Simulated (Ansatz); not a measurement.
# Relaxation of the atoms of a sheet of CuO (2 atoms in the cell) at several settings

```yaml
crystal:
  lattice:
    - [2.71845, 0.00000, 0.00000]
    - [-1.35922, 2.35425, 0.00000]
    - [0.00000, 0.00000, 14.00000]
  atoms:
    - { symbol: Cu, position: [0.66667, 0.33333, 0.50000] }
    - { symbol: O, position: [0.33333, 0.66667, 0.50000] }
```

Base: PBE (Ansatz, a first-principles code). Its settings: basis.ecutwfc = 420 eV; kpoints.mp_grid.grid = 14 14 1; hamiltonian.xc = pbe; hamiltonian.pseudopotentials = {kind: paw}, with the files named one by one; scf.occupations.method = methfessel_paxton; scf.occupations.width = 0.05 eV.

Each line gives the change from the base single point and the result:

- atoms moved at random; relax: default → atoms; relax.f_tol: default → 0.03 eV/Å: pressure averaged over the cell with its vacuum 5.57 GPa; largest force (vector length) 0.006 eV/Å; relaxation steps 9; free energy against the base single point -980.0 meV/atom.
- atoms moved at random; scf.convergence.dr2_threshold: default (1e-07 eV) → 0.001 eV; relax: default → atoms; relax.f_tol: default → 0.03 eV/Å: pressure averaged over the cell with its vacuum 5.58 GPa; largest force (vector length) 0.004 eV/Å; relaxation steps 7; free energy against the base single point -979.9 meV/atom.

The starting cell was generated: these elements placed on a structure prototype, without a prior relaxation; it need not be a known phase or ordering of this composition. Spin polarisation is off; with an odd number of electrons in the cell that forces a metal, and a magnetic state may lie lower.

Left out of this page: 1 run of the series outside the window shown, repeating another row's setting, or not comparable.

Keys are those of Ansatz 0.2.
